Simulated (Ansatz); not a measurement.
# Carrier properties of ZnS under load (space group F-43m)

Here is the system:

```xyz
2
Lattice="0.0000 2.6672 2.6672 2.6672 0.0000 2.6672 2.6672 2.6672 0.0000" Properties=species:S:1:pos:R:3 pbc="T T T"
Zn     0.0000     0.0000     0.0000
S      1.3336     1.3336     1.3336
```

Method: PBE with spin-orbit coupling, rigid bands (plane waves, PAW; Ansatz, a first-principles code). Condition of this run: hydrostatic pressure of 1 GPa (compression positive) (the target of the relaxation). Cell: cell and atoms relaxed with PBEsol, then loaded as said.

```yaml
band_gap: 2.26 eV
electron conductivity mass (300 K, dilute): 0.191 mₑ
hole conductivity mass (300 K, dilute): 0.85 mₑ
effective density of states N_c (300 K): 2.1e18 cm⁻³
effective density of states N_v (300 K): 4.9e19 cm⁻³
density_of_states_mass_electrons: 0.189 mₑ
density_of_states_mass_holes: 1.57 mₑ
Seebeck coefficient, n-type 1e19 cm⁻³, 300 K: -110 μV/K
Seebeck coefficient, p-type 1e19 cm⁻³, 300 K: 384 μV/K
best p-type power factor at 300 K for τ = 10 fs (best axis; densities from 1e16 to 1e21 cm⁻³ tried, whether or not they can be reached): 16.9 μW/(cm·K²) at 3e20 cm⁻³
```

Rigid bands; masses and Seebeck coefficients take one relaxation time τ for all states and one kind of carrier; polarons and phonon drag are left out. Geometry: cell and atoms relaxed with PBEsol.
